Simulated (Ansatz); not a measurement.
**MgO: Mg → Ca**

The reference is MgO in the rock salt structure (space group Fm-3m, No. 225; a = 4.2537 Å).

Perturbation: full substitution Mg → Ca, then cell and atoms are relaxed.

Calculations: PBE (Ansatz, a quantum-chemistry and plane-wave program; PAW; 420 eV plane waves; spin-orbit coupling left out). Γ-centred 12×12×12 mesh, Fermi–Dirac width 0.05 eV, for the changed cell.

- Space group: Fm-3m (No. 225) (base Fm-3m (No. 225))
- Shortest interatomic distance: 4.564 bohr (base 4.019 bohr)
- Band gap: 3.66 eV (base 4.46 eV)
- Gap character: indirect, Γ → X (base direct at Γ)
- Smallest direct gap: 4.03 eV (base 4.46 eV)
- Electron mass: 1.4 mₑ along k, 0.44 mₑ across (at X) (base 0.34 mₑ (at Γ))
- Hole mass (degenerate bands, along [100]): 0.35, 2.9, 2.9 mₑ (at Γ) (base 0.38, 2.2, 2.2 mₑ (at Γ))

Final structure:

```
CELL_PARAMETERS angstrom
      0.00000     2.41540     2.41540
      2.41540     0.00000     2.41540
      2.41540     2.41540     0.00000
ATOMIC_POSITIONS crystal
  O  0.00000 0.00000 0.00000
  Ca 0.50000 0.50000 0.50000
```

Masses are band curvatures over ±0.01 Å⁻¹ around the edge. Along k means along the line from Γ to the band edge. Whether these cells are dynamically stable was not tested.
